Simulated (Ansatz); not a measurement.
## Ga2O3: response to strain

Consider Ga₂O₃ in the corundum structure (space group R-3c, No. 167; a = 4.9499 Å, c = 13.3058 Å (hexagonal axes)). Axes: x lies along a and z along c of the hexagonal cell.

Strains are applied to the cell and any free atomic positions relax; under biaxial strain the out-of-plane vector relaxes too.

Level of theory: LDA, PAW, 420 eV (Ansatz, an electronic-structure program; no SOC).

Notes on the quantities. energy relative to the base: free energy F.

```csv
variant,energy relative to the base,out-of-plane strain
base,0 meV/atom,–
"biaxial strain +0.75 %, plane normal [001], relaxed out of plane",+1.6 meV/atom,-0.58 %
"biaxial strain +1.50 %, plane normal [001], relaxed out of plane",[?],[?]
"biaxial strain +2.25 %, plane normal [001], relaxed out of plane",+14 meV/atom,-1.70 %
"biaxial strain +3.00 %, plane normal [001], relaxed out of plane",+25 meV/atom,-2.23 %
```

Question: Some entries are withheld; estimate them.

Answer: 
- biaxial strain +1.50 %, plane normal [001], relaxed out of plane, energy relative to the base: +6.4 meV/atom
- biaxial strain +1.50 %, plane normal [001], relaxed out of plane, out-of-plane strain: -1.15 %

Stability against distortions was not tested.
